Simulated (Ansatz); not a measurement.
Consider the following.

```
Zr
1.0
    3.23041     0.00000     0.00000
   -1.61520     2.79762     0.00000
    0.00000     0.00000     5.10111
Zr
2
Direct
  0.66667   0.33333   0.75000
  0.33333   0.66667   0.25000
```

No spin polarisation.

Calculations: Kohn–Sham DFT with the PBE functional, run in Ansatz (a first-principles code) with PAW and 420 eV plane waves, spin-orbit coupling left out. Settings: 21×21×11 k-points, 0.1 eV Fermi–Dirac smearing.

Problem. What band gap does the calculation give?

Solution. Zero.

Problem. Estimate the space group.

Solution. P6_3/mmc (No. 194).

Problem. Predict the pressure (mean of the normal stresses, compression positive).

Solution. 1.5 GPa.

The cells carry an imposed strain or load. Whether these cells are dynamically stable was not tested. The final runs are not spin-polarised. The cell was made from Zr in the hcp (Mg type) structure (space group P6_3/mmc, No. 194) by this change: uniaxial strain ε_zz = −1.50 %.
